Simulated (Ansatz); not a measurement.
**Voigt–Reuss–Hill bulk modulus of stishovite (SiO2) at several levels of theory**

No measured value is used here.

```json
[
 {"level (code)": "LDA (Ansatz)", "value (GPa)": "314", "cell (Å³/atom)": "7.66"},
 {"level (code)": "PBE (Ansatz)", "value (GPa)": "___", "cell (Å³/atom)": "8.05"},
 {"level (code)": "HSE06 (Ansatz)", "value (GPa)": "313", "cell (Å³/atom)": "7.75"}
]
```

Some entries are withheld; supply them.


- PBE (Ansatz, a quantum-chemistry and plane-wave program), value (GPa): 269

Each level is taken at its own relaxed cell. K meshes differ between the levels. Ansatz's density-functional and Hartree–Fock values are scalar-relativistic unless marked +SOC, with PAW data made under PBE.
